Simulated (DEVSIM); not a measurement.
Device: Pd/SiO2/p-Si capacitor, at 300 K.

Layer 1 from the left is SiO2, thickness (nm) 10.0. Layer 2 from the left is Si, thickness (nm) 3200, Na (cm⁻³) 3.3e16.

Metal gate on the left, work function 5.2 eV. Fixed charge at the semiconductor interface -1.8e10 cm⁻² (in units of +e); no interface traps.

Constants are typed, rounded textbook-type inputs, not results; the design itself was drawn at random and stands for no fabricated device. Values at 300 K.

SiO2: gap (eV) 9, affinity (eV) 0.9, permittivity 3.9. Si: gap (eV) 1.124, affinity (eV) 4.05, permittivity 11.7, Nc (cm⁻³) 2.86e19, Nv (cm⁻³) 3.1e19.

Q: Estimate by hand the flat-band voltage, the threshold voltage, and compare with a numerical solution.

A: 
- Flat-band voltage: C = 0.345 μF/cm², work-function difference 0.203 V; VFB = φms − qNf/C = 0.21 V; numerical 0.21 V.
- Threshold voltage: φF = 0.386 V, depletion charge √(4εqNφF) = 9.20e-8 C/cm²; VT = VFB + 2φF + Qd/C = 1.25 V; numerical 1.25 V.

Model (solved in DEVSIM): 1D Poisson equation in equilibrium, Boltzmann statistics, complete ionisation; no quantum confinement or tunnelling. Metal contacts follow the ideal Schottky-Mott rule: no Fermi-level pinning, no interface dipoles.
